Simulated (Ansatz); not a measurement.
AlN (model structure, started from the CsCl type, Pm-3m, No. 221, 2 atoms in the cell): properties by level of theory

```json
[
 {"level (code)": "PBEsol (Ansatz)", "lattice parameter a (Å)": "2.594", "cohesive energy (eV/atom)": "4.43"},
 {"level (code)": "PBE-D3(BJ) (Ansatz)", "lattice parameter a (Å)": "2.588", "cohesive energy (eV/atom)": "4.32"},
 {"level (code)": "r²SCAN (Ansatz)", "lattice parameter a (Å)": "2.586", "cohesive energy (eV/atom)": "3.91"},
 {"level (code)": "r²SCAN+rVV10 (Ansatz)", "lattice parameter a (Å)": "2.583", "cohesive energy (eV/atom)": "4.07"}
]
```

Ansatz's density-functional and Hartree–Fock values are scalar-relativistic unless marked +SOC, with PAW data made under PBE.

A model structure was made by putting elements into a prototype or built by hand; it is no filed structure, need not be a known phase, and can be a saddle point held by its symmetry.

Ansatz is a first-principles code.
